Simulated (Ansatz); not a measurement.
Ti2Si (model structure, started from the Ca2N type, R-3m, No. 166, 3 atoms in the cell), treated with r²SCAN in Ansatz (plane waves, PAW).

Settings: plane-wave cutoff 560 eV, 16×16×16 k mesh, Fermi–Dirac smearing 0.05 eV, no spin polarisation, scalar-relativistic PAW data made under PBE.

Cell (relaxed at this level):

```
Ti2Si
1.0
    1.79229     1.03478     4.68229
   -1.79229     1.03478     4.68229
    0.00000    -2.06955     4.68229
Ti Si
2 1
Cartesian
  0.00000   0.00000  10.70620
  0.00000   0.00000   3.34068
  0.00000   0.00000   0.00000
```

Problem. Estimate the bulk modulus B0 that the calculation returns.

Solution. 
* **bulk modulus B0**: 104 GPa

Note: the run has no spin polarisation, so it can have missed a magnetic state; the bulk modulus is −V dP/dV from two relaxed cells at ±2 % in volume; the relaxation could raise the start's symmetry but not lower it, so the cell can be a saddle point.

The computed numbers hold no vibrational or temperature effects.

The result took about 16 core-minutes (a rough figure).

A model structure was made by putting elements into a prototype or built by hand; it is no filed structure, need not be a known phase, and can be a saddle point held by its symmetry.

Ansatz is a program for electronic structure.
